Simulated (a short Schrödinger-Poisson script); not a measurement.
Structure: symmetric double-gate stack, Si3N4 on p-type GaN, at 300 K.

```tsv
layer	material	thickness (nm)	Na (cm⁻³)
1	Si3N4	3.5	-
2	GaN	5	1e16
3	Si3N4	3.5	-
```

Constants are typed, rounded textbook-type inputs, not results; the design itself was drawn at random and stands for no fabricated device. Si3N4: permittivity 7.5, conduction-band edge (eV) 2, gap (eV) 5.1, electron mass (mₑ) 0.5. GaN: permittivity 9.5, conduction-band edge (eV) 0, gap (eV) 3.43, Nv at 300 K (cm⁻³) 4.6e19.

Channel valleys (confinement mass, in-plane density-of-states mass, number): Γ 0.2, 0.2, 1. At the gates, both at one voltage, the conduction-band edge of layer 1 lies 2.48 eV − eVg above the Fermi level of the channel. Gaps are held at their typed values at every temperature. Mesh 0.03 nm at interfaces.

From a short Schrödinger-Poisson script (our own, NumPy): 1D Poisson equation in equilibrium, electrons quantum, Hartree (BenDaniel-Duke, 12 states a valley, the channel's in-plane mass for all, wave functions free to enter the dielectric), parabolic valleys, classical holes, full ionisation, no traps, pinning or gate leakage.

Question: List the lowest subbands of each valley and their electrons at Vg = 1.2 V.

Answer: 
| valley | subband | energy from the Fermi level (meV) | electrons (cm⁻²) | share (%) |
|---|---|---|---|---|
| Γ | 0 | -113.0 | 9.47e12 | 91.0 |
| Γ | 1 | 15.6 | 9.42e11 | 9.0 |
| Γ | 2 | 285.7 | 3.43e7 | 0.0 |

All electrons: 1.04e13 cm⁻². In real p-type GaN the Mg acceptor is only partly ionised, and so wide a gap doesn't supply an inversion layer without source and drain.
